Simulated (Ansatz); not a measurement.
GeS (Pnma), Ansatz (a quantum-chemistry and plane-wave program) with PBEsol+D3BJ, rigid bands: N_c = 1.50e19 cm⁻³ at 300 K and an electron conductivity mass of 0.0643 mₑ along x (a = (10.10, 0.00, 0.00) Å; b = (0.00, 3.64, 0.00) Å; c = (0.00, 0.00, 4.02) Å).

Q: For 1e17 electrons per cm³ at 300 K, place the Fermi level, estimate the Seebeck coefficient of a parabolic band with constant τ, and give mobility and conductivity for τ = 10 fs.

A: The level lies k_BT ln(N_c/n) = 0.130 eV below the conduction-band minimum. S ≈ −(k_B/e)[ln(N_c/n) + 5/2] = -647 μV/K, against -631 μV/K from the full bands (mean over directions). μ = eτ/m = 274 cm²/(V·s) and σ = neμ = 4.38 S/cm. τ is assumed, not computed.

Band transport and this doping are assumed; polarons and phonon drag are left out. Spin-orbit coupling is left out. Geometry: cell and atoms relaxed with PBEsol+D3(BJ).
